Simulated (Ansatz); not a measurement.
Reference: SnO$_{2}$ (P4_2/mnm), PBEsol with spin-orbit coupling, rigid bands (plane waves, PAW; Ansatz, a program for electronic structure); geometry: cell and atoms relaxed with PBEsol.

```cif
data_O4Sn2
_chemical_formula_sum 'Sn2 O4'
_space_group_name_H-M_alt 'P 1'
_space_group_IT_number 1
_cell_length_a 4.76909
_cell_length_b 4.76909
_cell_length_c 3.21208
_cell_angle_alpha 90.000
_cell_angle_beta 90.000
_cell_angle_gamma 90.000
loop_
_space_group_symop_operation_xyz
  'x, y, z'
loop_
_atom_site_label
_atom_site_type_symbol
_atom_site_fract_x
_atom_site_fract_y
_atom_site_fract_z
_atom_site_occupancy
Sn1 Sn 0.50000 0.50000 0.50000 1
Sn2 Sn 0.00000 0.00000 0.00000 1
O1 O 0.19372 0.80628 0.50000 1
O2 O 0.80628 0.19372 0.50000 1
O3 O 0.69372 0.69372 0.00000 1
O4 O 0.30628 0.30628 0.00000 1
```

The band gap comes out as 0.93 eV. The electron conductivity mass comes out as 0.190 mₑ and the hole conductivity mass is 1.55 mₑ. The Seebeck coefficient, n-type 1e19 cm⁻³ comes out as -110 μV/K.

Replace Sn by Ti on the same sites and relax. What happens?

TiO2 (P4_2/mnm): volume per atom 12.2 to 10.3 Å³; band gap rises (0.93 eV to 1.87 eV); electron conductivity mass rises (0.190 mₑ to 1.02 mₑ); hole conductivity mass rises (1.55 mₑ to 2.2 mₑ); Seebeck coefficient, n-type 1e19 cm⁻³ rises in size (-110 μV/K to -517 μV/K).

Moves up to 5 % count as about the same. Masses are for dilute carriers at 300 K, harmonic means over directions unless an axis is named. Seebeck coefficients are for the stated density at 300 K, with one relaxation time for all states and whether or not that doping can be reached.
